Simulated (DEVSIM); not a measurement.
System: Ru/SiON/p-Ge capacitor, at 300 K.

```csv
layer (left to right),material,thickness (nm),Na (cm⁻³)
1,SiON,2.20,-
2,Ge,2300,6.7e16
```

Metal gate on the left, work function 4.7 eV. Fixed charge at the semiconductor interface -1e11 cm⁻² (in units of +e); no interface traps.

The device is made up for the run: typed textbook-type constants, with dimensions and the other settings drawn at random. Values at 300 K.

| parameter | SiON | Ge |
|---|---|---|
| gap (eV) | 7 | 0.664 |
| affinity (eV) | 1.4 | 4 |
| permittivity | 5.5 | 16 |
| Nc (cm⁻³) | - | 1.04e19 |
| Nv (cm⁻³) | - | 6e18 |

Model (solved in DEVSIM): 1D Poisson equation in equilibrium, Boltzmann statistics, complete ionisation; no quantum confinement or tunnelling. Metal contacts follow the ideal Schottky-Mott rule: no Fermi-level pinning, no interface dipoles.

The interface trap density was swept, all else fixed.

```
interface trap density (cm^-2 eV^-1)  flat-band voltage (V)  minimum of the low-frequency capacitance (μF/cm²)  threshold voltage (band bending 2φF) (V)
------------------------------------  ---------------------  -------------------------------------------------  ----------------------------------------
0                                                      0.16                                              0.152                                      0.63
1e10                                                   0.16                                              0.154                                      0.63
1e11                                                   0.16                                         (withheld)                                      0.63
3e11                                                   0.15                                              0.193                                      0.63
1e12                                                   0.14                                              0.282                                      0.64
2e12                                                   0.13                                              0.397                                      0.66
```

Q: Fill in the missing entries.

A: 
- 1e11, minimum of the low-frequency capacitance (μF/cm²): 0.166
